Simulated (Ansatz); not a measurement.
Results of r²SCAN+rVV10 (Ansatz, a program for electronic structure, plane waves, PAW) for HfO2 (Pca2₁, No. 29, 12 atoms in the cell; start mp-685097; a measured phase of this formula has another space group).

Settings: plane-wave cutoff 560 eV, 8×8×8 k mesh, Fermi–Dirac smearing 0.01 eV, scalar-relativistic PAW data made under PBE.

Cell (relaxed at this level):

Space group Pca2₁ (No. 29); a = 5.2314 Å, b = 5.0180 Å, c = 5.0441 Å, α = β = γ = 90.00°

| atom | site | symmetry | x | y | z |
|---|---|---|---|---|---|
| Hf | 4a | 1 | 0.0326 | 0.2675 | 0.2422 |
| O | 4a | 1 | 0.3686 | 0.0722 | 0.3787 |
| O | 4a | 1 | 0.2343 | 0.5405 | 0.4921 |

Problem. Estimate the band gap, smallest direct gap on the k points sampled and Γ–Γ gap that the calculation returns.

Solution. 
- band gap: 4.94 eV
- smallest direct gap on the k points sampled: 5.16 eV
- Γ–Γ gap: 5.47 eV

Spin–orbit coupling is not included.

The computed numbers hold no vibrational or temperature effects.

The result took very roughly 8 core-minutes.

A start named mp-… is a Materials Project structure, which need not be a measured phase.
